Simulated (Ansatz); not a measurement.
## A computed series for ZnGeP2: pressure series

The parent structure is ZnGeP₂ in the chalcopyrite structure (space group I-42d, No. 122).

```
CELL_PARAMETERS angstrom
     -2.71213     2.71213     5.35485
      2.71213    -2.71213     5.35485
      2.71213     2.71213    -5.35485
ATOMIC_POSITIONS crystal
  Zn 0.00000 0.00000 0.00000
  Zn 0.75000 0.25000 0.50000
  Ge 0.50000 0.50000 0.00000
  Ge 0.25000 0.75000 0.50000
  P  0.87500 0.87334 0.49834
  P  0.12666 0.62500 0.00166
  P  0.37500 0.37666 0.50166
  P  0.62334 0.12500 0.99834
```

Cell and atoms are relaxed at each pressure.

Level of theory: Kohn–Sham DFT with the PBEsol functional, run in Ansatz (a first-principles code) with PAW and 420 eV plane waves, scalar-relativistic without spin-orbit coupling.

Candidates:
(a) pressure 0.9 GPa
(b) pressure −1 GPa
(c) pressure 22.5 GPa

For the base:

| Item | Result |
|---|---|
| Band gap | 1.07 eV |

Task: Order them by band gap, highest first.

Result: (b) pressure −1 GPa (1.09 eV), (a) pressure 0.9 GPa (1.05 eV), (c) pressure 22.5 GPa (0.72 eV)

Load acts through the strain it causes; cell and atoms are relaxed under it. Stability against distortions was not tested. Competing high-pressure phases were not computed.
